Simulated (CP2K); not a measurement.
**Sensitivity of a calculation on Si (Fd-3m, 34 atoms in the cell) to its settings**

```
CELL_PARAMETERS angstrom
     10.37830     0.00000     0.00000
      5.18915     8.98788     0.00000
      5.18915     2.99596     8.47385
ATOMIC_POSITIONS crystal
  Si 0.00000 0.00000 0.00000
  Si 0.25000 0.25000 0.25000
  Si 0.88926 0.88926 0.88926
  Si 0.91778 0.36074 0.36074
  Si 0.88926 0.88926 0.33222
  Si 0.36074 0.91778 0.36074
  Si 0.33222 0.88926 0.88926
  Si 0.36074 0.36074 0.36074
  Si 0.88926 0.33222 0.88926
  Si 0.36074 0.36074 0.91778
  Si 0.86436 0.25324 0.25324
  Si 0.62084 0.99676 0.38564
  Si 0.25324 0.86436 0.62916
  Si 0.99676 0.62084 0.99676
  Si 0.62916 0.25324 0.25324
  Si 0.99676 0.38564 0.99676
  Si 0.25324 0.62916 0.86436
  Si 0.38564 0.99676 0.62084
  Si 0.25324 0.86436 0.25324
  Si 0.38564 0.62084 0.99676
  Si 0.62916 0.25324 0.86436
  Si 0.99676 0.99676 0.62084
  Si 0.25324 0.62916 0.25324
  Si 0.99676 0.99676 0.38564
  Si 0.86436 0.25324 0.62916
  Si 0.62084 0.38564 0.99676
  Si 0.25324 0.25324 0.86436
  Si 0.99676 0.38564 0.62084
  Si 0.86436 0.62916 0.25324
  Si 0.62084 0.99676 0.99676
  Si 0.25324 0.25324 0.62916
  Si 0.38564 0.99676 0.99676
  Si 0.62916 0.86436 0.25324
  Si 0.99676 0.62084 0.38564
```

Base run A: PBE, GPW, DZVP-MOLOPT-SR-GTH basis, GTH-PBE potentials (GTH_POTENTIALS) run with CP2K, self-consistent single point.

Its settings: CUTOFF = 400 Ry; REL_CUTOFF = 50 Ry; SMEAR/METHOD = GAUSSIAN; SIGMA = 0.02 eV; KPOINTS/SCHEME = MONKHORST-PACK 3 3 3; XC_FUNCTIONAL = PBE; Si/BASIS_SET = DZVP-MOLOPT-SR-GTH-q4; Si/POTENTIAL = GTH-PBE-q4; METHOD = GPW; EPS_DEFAULT = 1e-10; NGRIDS = 4; SCF_GUESS = ATOMIC; EPS_SCF = 1e-06; MAX_SCF = 100; ADDED_MOS = 22; MIXING/METHOD = BROYDEN_MIXING; MIXING/ALPHA = 0.2; MIXING/NBUFFER = 12.

The starting cell comes from a database of computed structures (which also holds hypothetical and non-ambient phases and stackings), without a prior relaxation at this level. Values carry the incompleteness of an atom-centred basis. Another mesh or the band path of this cell gives a smaller gap, so this value is not converged in the mesh.

ΔF is the free energy per atom less that of run A. 

Run A gave: pressure (GPa) 1.07; largest force (eV/Å) 0.079; gap on the mesh (eV) 0.789; k-points 14.

Runs:
- B: KPOINTS/SCHEME, GAMMA_CENTERED = default, default
- C: KPOINTS/SCHEME, GAMMA_CENTERED = MONKHORST-PACK 2 2 2, T

Task: What does run B change against A?

Result: The free energy goes up by 37.1 meV/atom, the pressure goes from 1.07 to 1.69 GPa, the largest force goes from 0.079 to 0.534 eV/Å and the gap on the mesh goes from 0.789 to 1.312 eV.

Task: What does run C change against A?

Result: The free energy goes up by 17.5 meV/atom, the pressure hardly changes (1.07 to 1.06 GPa), the largest force goes from 0.079 to 0.138 eV/Å and the gap on the mesh goes from 0.789 to 0.619 eV.

| run | ΔF (meV/atom) | pressure (GPa) | largest force (eV/Å) | gap on the mesh (eV) | k-points |
|---|---|---|---|---|---|
| A | 0.00 | 1.07 | 0.079 | 0.789 | 14 |
| B | 37.1 | 1.69 | 0.534 | 1.312 | 1 |
| C | 17.5 | 1.06 | 0.138 | 0.619 | 8 |
